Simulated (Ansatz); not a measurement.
The slab is Si(111) 1x1 surface, 6 top atoms, 3 bilayers, bottom bilayer H-capped and fixed, every top atom capped by H; cell 11.5 x 6.6 Å; two neighbouring H replaced by OH; about 7 Å thick over the host's atoms, 18 atoms held. Method: PBE-D3(BJ) (plane waves to 420 eV, PAW; Ansatz, an electronic-structure program). Sampling: 1x2x1 k points. The slab states were run without spin polarisation. Slab thickness, cell and mesh are as stated and are not converged limits. Barriers come from a climbing-image nudged elastic band between relaxed ends, or a saddle search from its top (force threshold 0.05 eV/Å), without zero-point or thermal terms. The saddle order is not shown. The ends were relaxed from one prepared geometry each.

Step: the surface fragment of SiCl4 exchanges a second ligand with a neighbouring O-H group, starting from the surface left by an earlier step (SiCl4 exchanges a ligand with a surface O-H group and HCl forms), after HCl has left.

Start:

```
atom    x (Å)  y (Å)   z (Å)
------  -----  -----  ------
Si(1)   1.918  3.360   9.544
O(46)   5.669  3.350  11.131
O(48)   1.792  3.433  11.210
H(49)   2.602  3.536  11.740
Si(a0)  5.842  3.295  12.717
Cl(a2)  7.492  4.331  13.313
Cl(a3)  5.974  1.366  13.360
Cl(a4)  4.180  4.161  13.560
```

End:

```
atom    x (Å)  y (Å)   z (Å)
------  -----  -----  ------
Si(1)   2.036  3.366   9.484
O(46)   5.221  3.362  11.107
O(48)   2.459  3.427  11.140
H(49)   1.010  3.940  12.319
Si(a0)  3.862  3.346  12.009
Cl(a2)  3.900  4.918  13.299
Cl(a3)  3.808  1.648  13.127
Cl(a4)  0.001  4.324  13.050
```

Task: Give the geometry at the top of the path.

Result: 
```csv
atom,x (Å),y (Å),z (Å)
Si(1),2.05,3.38,9.41
O(46),5.03,3.18,11.04
O(48),2.47,3.53,11.12
H(49),1.77,3.82,11.89
Si(a0),3.91,3.49,12.24
Cl(a2),4.92,5.07,13.10
Cl(a3),3.94,1.73,13.26
Cl(a4),1.91,4.24,13.55
```
It lies 1.39 eV over the start.
